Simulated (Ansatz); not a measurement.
Base system: GaSb in the rock salt structure (space group Fm-3m, No. 225; a = 5.799 Å; a hypothetical phase, not in the database extracts checked).

(Cell as relaxed with PBE.)

Levels (all Ansatz, a quantum-chemistry and plane-wave program, PAW): PBE (420 eV, no SOC); PBEsol (420 eV, no SOC).

Each level relaxes its own structure.

| quantity | PBE | PBEsol |
|---|---|---|
| volume per atom | 24.37 Å³ | … |
| lattice parameter a | 5.799 Å | … |
| band gap | zero | … |

Problem. What does PBEsol give?

Solution. 
- volume per atom, PBEsol: 23.11 Å³
- lattice parameter a, PBEsol: 5.697 Å
- band gap, PBEsol: zero

PBE's volume per atom lies 1.26 Å³ above PBEsol's (5.5 %); PBE's lattice parameter a lies 0.102 Å above PBEsol's (1.8 %); the two agree on the band gap. Neither level is exact; PBEsol is the comparison here, not a measurement.

No phonon test of stability was made. All final runs are without spin polarisation.
